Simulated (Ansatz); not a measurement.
**Several settings converged on CaC₂ (R-3m, 3 atoms in the cell)**

```xyz
3
Lattice="1.9347 1.1170 3.9341 -1.9347 1.1170 3.9341 0.0000 -2.2340 3.9341" Properties=species:S:1:pos:R:3 pbc="T T T"
Ca     0.0000     0.0000     0.0000
C      0.0000     0.0000     6.5257
C      0.0000     0.0000     5.2767
```

Base method: LDA (PW92), default PAW files made with PBE (plane waves; Ansatz, a quantum-chemistry and plane-wave program).

Base settings: basis.ecutwfc = 420 eV; kpoints.mp_grid.grid = 8 8 8; hamiltonian.xc = lda; hamiltonian.pseudopotentials = {kind: paw} (the program's default PAW files); scf.occupations.method = fermi_dirac; scf.occupations.width = 0.05 eV.

Core times come from one kind of shared machine, to one figure; runs under 30 s give none.

**Zone-centre phonons against the mesh**

In this ladder: scf.occupations.method = fixed; scf.occupations.width = default; phonons.method = dfpt; phonons.dielectric = true; phonons.rigid_motions = translations.

Frequencies are those of the unrelaxed cell, without the LO-TO term of polar crystals.

Only quantities that move along the ladder and can be compared are tabulated.

| kpoints.mp_grid.grid | lowest optical frequency (cm⁻¹) | core time / last (rough) |
|---|---|---|
| 3 3 3 | 203.8 | – |
| 4 4 4 | 209.7 | – |
| 5 5 5 | 210.7 | – |
| 6 6 6 | 210.8 | 0.10 |
| 10 10 10 | 210.9 | 0.3 |
| 12 12 12 | 210.9 | 0.5 |
| 15 15 15 | 210.9 | 1 |

Coarsest kpoints.mp_grid.grid that holds the lowest optical frequency within 5 cm⁻¹ of the last step, with all finer ones: 4 4 4; the step before is off by 7.1 cm⁻¹.

**The dielectric constant against the mesh**

In this ladder: scf.occupations.method = fixed; scf.occupations.width = default; dielectric = true; dielectric.field_mesh = kpoints.

Only quantities that move along the ladder and can be compared are tabulated.

| kpoints.mp_grid.grid | largest Born charge (mean of the diagonal) (e) | mean ε∞ | core time / last (rough) |
|---|---|---|---|
| 3 3 3 | 2.383 | 3.731 | – |
| 4 4 4 | 2.373 | 3.816 | – |
| 5 5 5 | 2.371 | 3.837 | – |
| 6 6 6 | 2.370 | 3.843 | – |
| 8 8 8 | 2.370 | 3.845 | 0.08 |
| 12 12 12 | 2.370 | 3.845 | 0.2 |
| 19 19 19 | 2.370 | 3.845 | 1 |

Coarsest kpoints.mp_grid.grid that holds the mean ε∞ within 0.1 of the last step, with all finer ones: 4 4 4; the step before is off by 0.11.

Coarsest kpoints.mp_grid.grid that holds the largest Born charge (mean of the diagonal) within 0.01 e of the last step, with all finer ones: 4 4 4; the step before is off by 0.012 e.

On the base run: the starting cell comes from a database of computed structures (which also holds hypothetical and non-ambient phases and stackings), without a prior relaxation at this level. Its lattice was rescaled by up to half a per cent. In the base run, with a pressure of about -4 GPa the cell is away from its equilibrium volume at this level.

Keys are those of Ansatz 0.2.
